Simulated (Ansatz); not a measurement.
**CdS (model structure, started from the BN type, Pm-3n, No. 223, 12 atoms in the cell): properties by level of theory**

| level (code) | equilibrium lattice constant a (Å) | cohesive energy (eV/atom) |
|---|---|---|
| LDA (Ansatz) | 7.084 | 3.21 |
| PBE (Ansatz) | 7.281 | 2.49 |
| PBEsol (Ansatz) | 7.165 | 2.83 |
| PBE-D3(BJ) (Ansatz) | 7.214 | 2.72 |
| r²SCAN (Ansatz) | 7.229 | 2.72 |
| r²SCAN+rVV10 (Ansatz) | 7.200 | 2.85 |

Ansatz's density-functional and Hartree–Fock values are scalar-relativistic unless marked +SOC, with PAW data made under PBE.

Free atoms are spin-polarised, in the lowest state found; at levels without +SOC their spin–orbit coupling is left out.

The computed numbers hold no vibrational or temperature effects.

A model structure was made by putting elements into a prototype or built by hand; it is no filed structure, need not be a known phase, and can be a saddle point held by its symmetry.

Ansatz is a first-principles code.
